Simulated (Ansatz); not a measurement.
## Fluorite PtAl₂: properties by level of theory

Reference values: lattice constant a 5.91 Å (measured, temperature not stated, copied from a table, unchecked, no zero-point or thermal correction; as tabulated in Crystal Structures 1, 239 (1963)).

```csv
level (code),equilibrium lattice constant a (Å),bulk modulus (GPa)
PBE+SOC (Ansatz),5.939,130
PBEsol+SOC (Ansatz),5.889,140
PBEsol-D3(BJ) (Ansatz),5.843,148
rVV10 (Ansatz),5.981,122
HSE06 (Ansatz),5.905,140
Hartree–Fock (Ansatz),5.971,131
```

Ansatz's density-functional and Hartree–Fock values are scalar-relativistic unless marked +SOC, with PAW data made under PBE.

The crystal itself was run without spin with PBEsol-D3(BJ), rVV10, HSE06, Hartree–Fock; a magnetic state was not tried in these runs.

Ansatz is a first-principles code.
